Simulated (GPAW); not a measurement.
Input and output of a self-consistent single point for NiAl (P4mm, 2 atoms in the cell) (GPAW).

Method: LDA (Perdew-Wang 92), GPAW PAW datasets LDA (gpaw-data 1.0.1) (plane waves; GPAW).

```xyz
2
Lattice="2.8813 0.0000 0.0000 0.0000 2.8813 0.0000 0.0000 0.0000 2.8813" Properties=species:S:1:pos:R:3 pbc="T T T"
Al     1.4407     1.4407     1.4907
Ni     0.0000     0.0000     0.0000
```

Reference input (self-consistent single point, DFT LDA (Perdew-Wang 92), plane waves, GPAW PAW datasets LDA (gpaw-data 1.0.1)): mode = pw; ecut = 850 eV; xc = LDA; kpts = 5 5 5; mesh shift (steps) = 0 0 0; occupations.name = fermi-dirac; occupations.width = 0.1 eV; nbands = -10; convergence.density = 1e-05 e/electron; symmetry.symmorphic = false; symmetry.tolerance = 0.0005; maxiter = 150. This run's input differs from it in these lines:

```diff
@@ -16,3 +16,3 @@
             occupations=FermiDirac(0.1),
-            nbands=-10,
+            nbands=9,
             convergence={'density': 1e-05},
```

Output (repeated stretches shortened):

```
Input parameters:
  convergence: {density: 1e-05}
  kpts: [5 5 5]
  maxiter: 150
  mode: {ecut: 850.0,
         name: pw}
  nbands: 9
  occupations: {fixmagmom: False,
                name: fermi-dirac,
                width: 0.1}
  symmetry: {symmorphic: False,
             tolerance: 0.0005}

species:
  Al:
    name: Aluminium
    Z: 13.0
    valence: 3
    core: 10
    charge: 0.0
    file: Al.LDA.gz

    # Using partial waves for Al as LCAO basis

  Ni:
    name: Nickel
    Z: 28.0
    valence: 16
    core: 12
    charge: 0.0
    file: Ni.LDA.gz

    # Using partial waves for Ni as LCAO basis

Reference energy: -47879.017177  # eV

Spin-paired calculation

Traceback (most recent call last):
   [... frames left out ...]
ValueError: Too few bands!  Electrons: 19.000000, bands: 9
```

The program stopped before any SCF iteration. 

The starting cell has typed, rounded lattice constants, without a prior relaxation at this level. Its lattice was rescaled by up to half a per cent. One atom was moved a little off its site on purpose.
